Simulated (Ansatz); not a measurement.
Stishovite (SiO2)

Computed with BLYP (Ansatz, a program for electronic structure, PAW).

Numerical settings: plane-wave cutoff 520 eV, 8×8×12 k mesh (along the axes of the cell as run), Fermi–Dirac smearing 0.01 eV, scalar-relativistic PAW data made under PBE.

Cell (relaxed at this level):

```xyz
6
Lattice="4.2690 0.0000 0.0000 0.0000 4.2690 0.0000 0.0000 0.0000 2.7019" Properties=species:S:1:pos:R:3 pbc="T T T"
Si     0.0000     0.0000     0.0000
Si     2.1345     2.1345     1.3509
O      1.3147     1.3147     0.0000
O      3.4492     0.8198     1.3509
O      0.8198     3.4492     1.3509
O      2.9543     2.9543     0.0000
```

```yaml
bulk modulus B0: 237 GPa
band_gap: 4.91 eV (direct)
pressure derivative B′ of the bulk modulus: 6.6
```

Measured, for comparison: bulk modulus 310 ± 1 GPa (300 K, no zero-point or thermal correction; as tabulated in arXiv:1001.2066). Computed (rounded) less measured: bulk modulus -24 %.

Note: the bulk modulus comes from volumes at which shape and atoms were relaxed.

Static lattice: no zero-point or thermal effects.

The result took about 6 core-minutes (a rough figure).
